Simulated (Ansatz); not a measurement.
Consider Y in the hcp (Mg type) structure (space group P6_3/mmc, No. 194).

```xyz
2
Lattice="3.6826 0.0000 0.0000 -1.8413 3.1892 0.0000 0.0000 0.0000 5.6985" Properties=species:S:1:pos:R:3 pbc="T T T"
Y      0.0000     2.1261     4.2739
Y      1.8413     1.0631     1.4246
```

Cartesian axes are those of the cell as printed.

All numbers come from r2SCAN in Ansatz (plane waves to 500 eV, PAW, no SOC).

For the base:

```
Item                             Value
-----------------------------  -------
Pressure                       0.0 GPa
Shortest interatomic distance  3.555 Å
```

The change: strain tensor (xx, yy, zz, yz, xz, xy) = (−0.23, −0.11, −0.10, +1.24, +0.83, +0.10) %, atoms relaxed at fixed cell.

Problem. What does the calculation give for the pressure after the change?

Solution. The pressure (mean of the normal stresses, compression positive) goes from zero to 0.2 GPa.

Problem. What happens to the shortest interatomic distance?

Solution. The shortest interatomic distance falls by 0.049 Å to 3.506 Å.

Stability against distortions was not tested. All final runs are without spin polarisation.

Ansatz is a program for electronic structure.
